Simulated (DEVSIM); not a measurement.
Device: TaN/La2O3/n-Si capacitor, at 350 K.

Layer 1 from the left is La2O3, thickness (nm) 4.10. Layer 2 from the left is Si, thickness (nm) 2500, Nd (cm⁻³) 5.1e16.

Metal gate on the left, work function 4.4 eV. Fixed charge at the semiconductor interface 2.8e12 cm⁻² (in units of +e); no interface traps.

The device is made up for the run: typed textbook-type constants, with dimensions and the other settings drawn at random. Values at 300 K; Nc and Nv go as T^1.5, mobilities as T to minus their exponent, the gap by Varshni's rule with the affinity fixed.

La2O3: gap (eV) 5.8, affinity (eV) 1.8, permittivity 27. Si: gap (eV) 1.124, affinity (eV) 4.05, permittivity 11.7, Nc (cm⁻³) 2.86e19, Nv (cm⁻³) 3.1e19, Varshni α (eV/K) 0.000473, Varshni β (K) 636.

DEVSIM, 1D Poisson equation in equilibrium, Boltzmann statistics, complete ionisation; no quantum confinement or tunnelling. Metal contacts follow the ideal Schottky-Mott rule: no Fermi-level pinning, no interface dipoles.

Task: What does the simulation give for the minimum of the low-frequency capacitance?

Result: minimum of the low-frequency capacitance 0.0887 μF/cm².
